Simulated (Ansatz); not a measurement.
The parent structure is Be in the hcp (Mg type) structure (space group P6_3/mmc, No. 194; relaxed with 0.1 eV smearing).

```
CELL_PARAMETERS angstrom
      2.26274     0.00000     0.00000
     -1.13137     1.95959     0.00000
      0.00000     0.00000     3.56641
ATOMIC_POSITIONS crystal
  Be 0.66667 0.33333 0.75000
  Be 0.33333 0.66667 0.25000
```

The values are results of plane-wave PAW DFT at the PBE level (Ansatz, an electronic-structure program, 420 eV), no spin-orbit coupling, not measurements.

Before the change:

The pressure comes out as 0.0 GPa. The band gap is zero.

The change: an isotropic linear strain of −1.00 %; the atoms relax in the strained cell.

### Question
Estimate the effect on the pressure.

### Answer
The pressure (mean of the normal stresses, compression positive) goes from zero to 3.9 GPa.

### Question
Predict the new energy relative to the base.

### Answer
The energy goes up by 2.8 meV/atom.

### Question
How does this affect the band gap?

### Answer
The band gap remains zero.

No phonon test of stability was made.
